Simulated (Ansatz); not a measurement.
The starting structures come from a database of crystals and need not be the phases stable at ambient conditions.

Tunnelling through a barrier is set by its complex band structure: the current falls as exp(−2κd) with the smallest κ.

Input:

```yaml
crystal:
  lattice:
    - [7.02862, 0.00000, 0.00000]
    - [0.00000, 7.31361, 0.00000]
    - [0.00000, 0.00000, 7.02862]
  atoms:
    - { symbol: In, position: [0.84472, 0.73650, 0.15528] }
    - { symbol: In, position: [0.15528, 0.26350, 0.84472] }
    - { symbol: In, position: [0.34472, 0.23650, 0.34472] }
    - { symbol: In, position: [0.65528, 0.76350, 0.65528] }
    - { symbol: In, position: [0.15528, 0.73650, 0.84472] }
    - { symbol: In, position: [0.84472, 0.26350, 0.15528] }
    - { symbol: In, position: [0.65528, 0.23650, 0.65528] }
    - { symbol: In, position: [0.34472, 0.76350, 0.34472] }
    - { symbol: In, position: [0.00000, 0.00000, 0.50000] }
    - { symbol: In, position: [0.00000, 0.50000, 0.50000] }
    - { symbol: In, position: [0.50000, 0.50000, 0.00000] }
    - { symbol: In, position: [0.50000, 0.00000, 0.00000] }
    - { symbol: Ru, position: [0.34410, 0.00000, 0.65590] }
    - { symbol: Ru, position: [0.65590, 0.00000, 0.34410] }
    - { symbol: Ru, position: [0.84410, 0.50000, 0.84410] }
    - { symbol: Ru, position: [0.15590, 0.50000, 0.15590] }
```

Space group of this cell: P4_2/mnm. The cell is taken as given.

Transport runs along the normal of the first two printed cell vectors, the (100) plane of the conventional cell.

The gap is the functional's own, uncorrected, and κ follows it; spin-orbit coupling is left out. Mid-gap values are interpolated between the computed energies.

### Question
Estimate the band gap and the smallest decay constant κ at mid-gap that r2SCAN in Ansatz (a first-principles code) returns for this system.

### Answer
Gap 0.54 eV on a 4×4×4 mesh; κ = 0.125 1/Å, at (0.250, 0.500) of the in-plane reciprocal vectors. At the zone centre, at the nearest computed energy, the slowest state has κ = 0.19 1/Å.
